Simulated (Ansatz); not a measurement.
**How a calculation on Mg6CdMo (P1, 8 atoms in the cell) responds to its settings**

```xyz
8
Lattice="4.9329 0.0000 0.0000 0.0000 3.0977 5.3520 0.0000 -3.0977 5.3520" Properties=species:S:1:pos:R:3 pbc="T T T"
Mg     0.0286    -1.4989     6.2816
Mg    -0.0538     1.5221     6.1753
Mg    -0.0280     0.0070     3.5113
Mg     2.4436    -1.6393     4.3932
Mg     2.4730     1.5689     4.4812
Mg     2.4885     0.0206     1.8562
Cd     2.5316    -0.0113     7.2009
Mo    -0.0177     0.0308     8.9159
```
Moments meant for the start (each program seeds them in its own way; μB, in the order of the atoms Mg Mg Mg Mg Mg Mg Cd Mo): 0.0 0.0 0.0 0.0 0.0 0.0 0.0 2.0.

Base run A: LDA (PW92), PAW files made with PBE in Ansatz (a program for electronic structure), self-consistent single point.

Its settings: kpoints.mp_grid.grid = 4 3 3; hamiltonian.xc = lda; hamiltonian.pseudopotentials = {kind: paw} (the program's default PAW files); magnetization.spin_polarized = true; scf.occupations.method = cold; scf.occupations.width = 0.136 eV.

The starting cell comes from a database of computed structures (which also holds hypothetical and non-ambient phases and stackings), without a prior relaxation at this level. Its atoms were displaced at random from the sites of space group no. 38. With one magnetic atom in the cell only a parallel order is possible. In the base run, with a pressure of about -4 GPa the cell is away from its equilibrium volume at this level. Ansatz's pressure includes its estimate of the finite-basis (Pulay) stress. Without a gap this mesh is coarse (it stands for a supercell whose shortest vector is 19 Å).

ΔF is the free energy per atom less that of run A. 

Run A gave: pressure (GPa) -3.64; largest force (eV/Å) 0.536; size of the net moment (μB/atom) 0.14; TS (meV/atom) 0.9.

Runs:
- B: scf.occupations.width = 0.002 eV
- C: scf.occupations.width = 0.01 eV
- D: scf.occupations.width = 0.025 eV
- E: scf.occupations.width = 0.05 eV
- F: scf.occupations.width = 0.1 eV
- G: scf.occupations.width = 0.15 eV
- H: scf.occupations.width = 0.2 eV
- I: scf.occupations.width = 0.3 eV
- J: scf.occupations.width = 0.5 eV
- K: scf.occupations.width = 0.8 eV

Q: What does run C change against A?

A: The free energy stays essentially unchanged (within 1 meV/atom), the pressure moves little (-3.64 to -3.66 GPa), the largest force goes from 0.536 to 0.517 eV/Å and the size of the net moment hardly changes (0.14 to 0.13 μB/atom).

Q: What does run B change against A?

A: The free energy is nearly the same (within 1 meV/atom), the pressure hardly changes (-3.64 to -3.66 GPa), the largest force goes from 0.536 to 0.520 eV/Å and the size of the net moment moves little (0.14 to 0.13 μB/atom).

Q: What does run J change against A?

A: The free energy goes down by 1.1 meV/atom, the pressure goes from -3.64 to -3.85 GPa, the largest force goes from 0.536 to 0.570 eV/Å and the size of the net moment goes from 0.14 to 0.00 μB/atom.

Runs J, K lost their moments and ended non-magnetic.

```csv
run,ΔF (meV/atom),pressure (GPa),largest force (eV/Å),size of the net moment (μB/atom),TS (meV/atom)
A,0.00,-3.64,0.536,0.14,0.9
B,0.72,-3.66,0.520,0.13,0.0
C,0.71,-3.66,0.517,0.13,0.0
D,0.70,-3.66,0.522,0.13,0.0
E,0.66,-3.65,0.524,0.14,0.2
F,0.29,-3.64,0.533,0.13,0.9
G,-0.08,-3.64,0.537,0.14,0.7
H,-0.08,-3.65,0.540,0.15,-0.9
I,0.41,-3.71,0.562,0.13,-0.3
J,-1.06,-3.85,0.570,0.00,4.1
K,-3.4,-3.77,0.518,0.00,7.9
```

Keys are those of Ansatz 0.2.
